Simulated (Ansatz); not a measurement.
System: Os-vacancy pair (Os on one host Mo site, one Mo site vacant) in bcc Mo (neutral cell). The step: Os and the vacancy change places (Os-vacancy distance between ideal sites 2.74 Å throughout); the atom moves 2.76 Å along (0.50, 0.50, 0.50) of the unit cell; the moving atom starts with neighbours Mo at 2.70, 2 Mo at 2.73, 4 Mo at 2.74, 3 Mo at 3.13, 2 Mo at 3.15, Mo at 3.18 Å and ends with Mo at 2.70, 2 Mo at 2.73, 4 Mo at 2.74, 3 Mo at 3.13, 2 Mo at 3.15, Mo at 3.18 Å. DFT values are from Ansatz (plane-wave PAW, 420 eV unless said) in a cell of 36 host sites, spin-restricted, static, with no finite-size correction. Forms of the defect that were not tried may lie lower. For the PBE band: the saddle point's order was not checked, and it lies on a symmetry element of the cell, where a band can be held.

| Level | Forward barrier (eV) | Cost of the band or of the saddle's single point |
|---|---|---|
| CHGNet universal potential (has no charge state), its own band | 0.72 | - |
| PBE, a 2×2×3 k-point mesh shifted by half a step, band relaxed | 1.11 | very roughly 50 core-minutes |
| PBE, a 3×3×5 k-point mesh shifted by half a step, same geometries | 1.16 | very roughly 5 core-minutes |
| r2SCAN at 500 eV, a 2×2×3 k-point mesh shifted by half a step, same geometries | 1.25 | about 3 core-minutes (a rough figure) |

Ansatz is a quantum-chemistry and plane-wave program.
